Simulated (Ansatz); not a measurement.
Mo2B2Si (model structure, started from the Fe2AlB2 type, Cmmm, No. 65, 5 atoms in the cell), treated with PBEsol in Ansatz (PAW).

The input as run:

Ansatz 0.2 input:
```yaml
crystal:
  lattice:
    - [1.5327018398, -5.5773435104, 0.0]
    - [1.5327018398, 5.5773435104, 0.0]
    - [0.0, 0.0, 3.1340912447]
  atoms:
    - { symbol: Si, position: [0.0, 0.0, 0.0] }
    - { symbol: Mo, position: [0.363402263, 0.636597737, 0.5] }
    - { symbol: Mo, position: [0.636597737, 0.363402263, 0.5] }
    - { symbol: B, position: [0.2068835903, 0.7931164097, 0.0] }
    - { symbol: B, position: [0.7931164097, 0.2068835903, 0.0] }
basis:
  ecutwfc: 520
  ecutrho_ratio: 4
  xc_grid: 2
kpoints:
  mp_grid: { grid: [20, 20, 18] }
hamiltonian:
  xc: pbesol
  dispersion: none
  pseudopotentials: { kind: paw }
scf:
  occupations: { method: fermi_dirac, width: 0.05 }
output:
  forces: true
  stress: true
  eigenvalues: true
relax:
  f_tol: 0.004
  escape_saddle: false
  max_steps: 80
  cell: { stress_tol: 0.02, fix: [volume] }
```

Excerpt of the program's output:

```
Relaxation: its limit of steps is 80 (relax.max_steps)
Crystal: 5 atoms, lattice volume = 53.583 Å³
Basis set: ecut = 520 eV, 1443 PW (Γ), exchange–correlation on 90×90×48 points (8 copies of the dense FFT grid, shifted against one another)
Bands: 24, of which v1, the nominal top of the filled ones, is band 19 counted from 1 (18 counted from 0)
Symmetry: 8 space group operations
Space group: Cmmm (ITA 65), of the structure as read, at distance tolerance 3.8e-5 Å
k-points: 1110 of 7200
Functional: x = pbesol(κ = 0.804, μ = 0.12345679012345678), c = pbesol(β = 0.046)
SCF iter   1: F=—  HF=-10723.899603 eV  |F-HF|=—  |Δ(HF+E_count)|=         —  Δρ=7.55e-3  dr2=4.25e-2
SCF iter   2: F=—  HF=-10723.892777 eV  |F-HF|=—  |Δ(HF+E_count)|=   6.83e-3  Δρ=4.40e-3  dr2=1.64e-2
  ...
SCF 1 converged in 6 iterations: F = -10723.888680 eV  dr2 = 4.81e-9
Crystal: 5 atoms, lattice volume = 53.583 Å³
Initial density: handed on by an earlier stage of this run
SCF 2 converged in 6 iterations: F = -10723.889214 eV  dr2 = 1.90e-10
Crystal: 5 atoms, lattice volume = 53.583 Å³
SCF 3 converged in 6 iterations: F = -10723.889459 eV  dr2 = 1.35e-11
Crystal: 5 atoms, lattice volume = 53.583 Å³
SCF 4 converged in 6 iterations: F = -10723.889561 eV  dr2 = 6.99e-12
Crystal: 5 atoms, lattice volume = 53.583 Å³
SCF 5 converged in 6 iterations: F = -10723.889570 eV  dr2 = 4.83e-12
Crystal: 5 atoms, lattice volume = 53.583 Å³
SCF 6 converged in 6 iterations: F = -10723.889573 eV  dr2 = 4.83e-13
Crystal: 5 atoms, lattice volume = 53.583 Å³
SCF iter   6: F=-10723.889573 eV  HF=-10723.889573 eV  |F-HF|=1.82e-12  |Δ(HF+E_count)|=  5.46e-12  Δρ=5.65e-9  dr2=7.08e-15
SCF iter   7: F=-10723.889573 eV  HF=-10723.889573 eV  |F-HF|=3.64e-12  |Δ(HF+E_count)|=  1.82e-12  Δρ=2.12e-9  dr2=9.83e-16
SCF 7 converged in 7 iterations: F = -10723.889573 eV  dr2 = 9.83e-16
SCF converged after 7 iterations
Free energy (F): -10723.889573 eV
Internal energy: -10723.876126 eV  (E = F + TS)
E sigma→0 (E₀):  -10723.882850 eV
Fermi energy:    18.340076 eV
--- Forces (eV/Å), atoms counted from 1 ---
  atom   1  Si    -0.00000000     0.00000000     0.00000000
  atom   2  Mo    -0.00000000    -0.00005716     0.00000000
  atom   3  Mo     0.00000000     0.00005716     0.00000000
  atom   4  B     -0.00000000     0.00005558     0.00000000
  atom   5  B      0.00000000    -0.00005558     0.00000000
--- Stress (GPa, compression-positive) ---
       -5.166628      -0.000000       0.000000
       -0.000000      -5.167985      -0.000000
        0.000000      -0.000000      -5.168090
  P = ⅓ Tr σ = -5.1676 GPa (-51.676 kbar)
```

The cell is one volume of an energy–volume scan, off the minimum.

The PAW data were made under PBE.

Note: the run has no spin polarisation, so it can have missed a magnetic state. Note: the relaxation could raise the start's symmetry but not lower it, so the cell can be a saddle point.

A model structure was made by putting elements into a prototype or built by hand; it is no filed structure, need not be a known phase, and can be a saddle point held by its symmetry.

Ansatz is a quantum-chemistry and plane-wave program.
